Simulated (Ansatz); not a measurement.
O on the 1x1 (110) surface of bcc Nb, one in a 2x2 cell, energies for each (31.0 Å²). Energies are against ½ O2(g), without zero-point or thermal terms; each row is named by its start.

These are PBE (plane waves to 420 eV, PAW; Ansatz, a first-principles code) values and carry that method's errors.

Slab: 17 atoms, 6.8 Å thick at the start under the adsorbate (thin: gaps and levels are the slab's own); k 5x5x1, smearing 0.1 eV, dipole-corrected; 8 atoms held, the rest relaxed; each run with such symmetry as its start has; spin where the adsorbate may keep a moment, no spin-orbit, no U, no dispersion correction.

A negative adsorption energy means that the adsorbate is more stable on the surface than in its reference. Heights count from the host atoms within 0.3 Å of the top one.

| starting site | E_ads (eV) | height (Å) | nearest host atom (Å) | bonded to | Δ work function (eV) | lateral drift (Å) | moment (μB) |
|---|---|---|---|---|---|---|---|
| top Nb | -2.71 | 1.76 | Nb 1.76 | Nb | 1.20 | 0.0 | 0.0 |
| hollow Nb-Nb-Nb | … | … | Nb 2.05 | 3 Nb | -0.06 | 0.1 | – |
| bridge Nb-Nb (span 2.9 Å) | -4.02 | … | Nb 1.96 | 2 Nb | 0.19 | 0.0 | – |
| bridge Nb-Nb (span 3.3 Å) | -4.40 | 1.17 | Nb 2.02 | 4 Nb | 0.10 | 0.0 | – |

Question: Complete the blanks.

Answer: 
- hollow Nb-Nb-Nb, E_ads (eV): -4.61
- hollow Nb-Nb-Nb, height (Å): 1.19
- bridge Nb-Nb (span 2.9 Å), height (Å): 1.37
